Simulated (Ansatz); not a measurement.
Functionals compared on the (111) surface of bcc Fe, ferromagnetic in its 1x1 cell, outermost plane spacing 0.82 Å in the ideal cut, in Ansatz (plane waves, PAW). The structure was relaxed with PBE; the other rows are single points on it, each with its references at the same level. Cutoff 420 eV.

Set-up: 13 atoms, 9.8 Å thick at the start (thin: gaps and levels are the slab's own); mesh 11x11x1; 0.1 eV smearing; dipole correction on; all atoms relaxed; start symmetry kept, larger cells not searched; spin-polarised, no spin-orbit, no U. These notes are the PBE run's.

| functional | surface energy (J/m²) | work function of the top face (eV) | magnetic moment of the cell (μB) | rough cost of the single point |
|---|---|---|---|---|
| PBE | 2.78 | 3.96 | 30.47 | – |
| LDA | (withheld) | (withheld) | 29.68 | around 5 core-minutes (rough) |
| PBEsol | 3.19 | 4.04 | 30.51 | roughly 2.7 core-minutes |
| RPBE | 2.49 | 3.77 | 31.02 | about 2.7 core-minutes (a rough figure) |

### Question
Fill in the missing entries.

### Answer

- LDA, surface energy (J/m²): 3.43
- LDA, work function of the top face (eV): 4.33

Ansatz is a program for electronic structure.
